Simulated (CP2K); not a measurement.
A self-consistent single point of MgAl2C2 (P-3m1, 5 atoms in the cell) with CP2K.

Method: LDA (Pade form), GPW, DZVP-MOLOPT-SR-GTH basis, GTH-PADE potentials (GTH_POTENTIALS) run with CP2K 2026.2.

```xyz
5
Lattice="3.3469 0.0000 0.0000 -1.6735 2.8985 0.0000 0.0000 0.0000 5.7486" Properties=species:S:1:pos:R:3 pbc="T T T"
Mg     0.0000     0.0000     0.0000
Al     1.6735     0.9662     2.0121
Al     0.0000     1.9323     3.7365
C      0.0000     1.9323     1.5526
C      1.6735     0.9662     4.1960
```

Reference input (self-consistent single point, DFT PBEsol, GPW, DZVP-MOLOPT-SR-GTH basis, GTH-PBE potentials (GTH_POTENTIALS)): CUTOFF = 1000 Ry; REL_CUTOFF = 50 Ry; KPOINTS/SCHEME = MONKHORST-PACK 8 8 4; GAMMA_CENTERED = T; XC_FUNCTIONAL = PBE:PBESOL; Mg/BASIS_SET = DZVP-MOLOPT-SR-GTH; Mg/POTENTIAL = GTH-PBE-q10; Al/BASIS_SET = DZVP-MOLOPT-SR-GTH; Al/POTENTIAL = GTH-PBE-q3; C/BASIS_SET = DZVP-MOLOPT-SR-GTH; C/POTENTIAL = GTH-PBE-q4; METHOD = GPW. This run's input differs from it in these lines:

```diff
@@ -40,6 +40,3 @@
     &XC
-      &XC_FUNCTIONAL
-        &PBE
-          PARAMETRIZATION PBESOL
-        &END PBE
+      &XC_FUNCTIONAL PADE
       &END XC_FUNCTIONAL
@@ -78,3 +75,3 @@
       BASIS_SET DZVP-MOLOPT-SR-GTH
-      POTENTIAL GTH-PBE-q10
+      POTENTIAL GTH-PADE-q10
     &END KIND
@@ -82,3 +79,3 @@
       BASIS_SET DZVP-MOLOPT-SR-GTH
-      POTENTIAL GTH-PBE-q3
+      POTENTIAL GTH-PADE-q3
     &END KIND
@@ -86,3 +83,3 @@
       BASIS_SET DZVP-MOLOPT-SR-GTH
-      POTENTIAL GTH-PBE-q4
+      POTENTIAL GTH-PADE-q4
     &END KIND
```

Output (repeated stretches shortened):

```
 SCF WAVEFUNCTION OPTIMIZATION

  Step     Update method      Time    Convergence         Total energy    Change
     1 NoMix/Diag. 0.40E+00      -     1.50171772       -79.2980041495 -7.93E+01
     2 Broy./Diag. 0.40E+00      -     0.15446176       -78.3604252861  9.38E-01
     3 Broy./Diag. 0.40E+00      -     0.12950409       -78.7623774671 -4.02E-01
     4 Broy./Diag. 0.40E+00      -     0.05972828       -78.7971526341 -3.48E-02
     5 Broy./Diag. 0.40E+00      -     0.00529643       -78.7604513548  3.67E-02
     6 Broy./Diag. 0.40E+00      -     0.00199734       -78.7694659446 -9.01E-03
   [... 2 lines left out ...]
     9 Broy./Diag. 0.40E+00      -     0.00003751       -78.7683006754  2.81E-04
    10 Broy./Diag. 0.40E+00      -     0.00000831       -78.7684712884 -1.71E-04
    11 Broy./Diag. 0.40E+00      -     0.00000384       -78.7684653717  5.92E-06
    12 Broy./Diag. 0.40E+00      -     0.00000047       -78.7684506636  1.47E-05
  *** SCF run converged in    12 steps ***

  Overlap energy of the core charge distribution:               0.00000000083377
  Self energy of the core charge distribution:               -170.88798298392854
  Core Hamiltonian energy:                                     51.28103191570802
  Hartree energy:                                              54.44582861839808
  Exchange-correlation energy:                                -13.60732821463682

  Total energy:                                               -78.76845066362549

 ENERGY| Total FORCE_EVAL ( QS ) energy [hartree]            -78.768450687729725

 FORCES| Atomic forces [hartree/bohr]
 FORCES|   Atom     x               y               z               |f|
 FORCES|      1 -3.97623503E-13 -1.66219044E-08 -1.51372543E-07   1.52282417E-07
   [... lines left out ...]

 STRESS| Analytical stress tensor [bar]
 STRESS|                        x                   y                   z
 STRESS|      x       -2.31743616593E+04   1.14629707127E+00  -8.03413351716E-01
 STRESS|      y        1.14629707127E+00  -2.31723761646E+04   2.54058128195E+00
 STRESS|      z       -8.03413351716E-01   2.54058128195E+00  -5.34403985589E+03
 STRESS| 1/3 Trace                                            -1.72302592266E+04
```

The run converged in 12 iterations. Against the reference run the pressure goes from 5.13 to -1.72 GPa, the largest force goes from 0.031 to 0.275 eV/Å and the gap on the mesh goes from 1.811 to 1.864 eV.

The starting cell comes from a database of computed structures (which also holds hypothetical and non-ambient phases and stackings), without a prior relaxation at this level. Its lattice was rescaled by a random factor within 2.5 % of one. Values carry the incompleteness of an atom-centred basis.

Cost on one core of a shared machine: roughly 80 s.
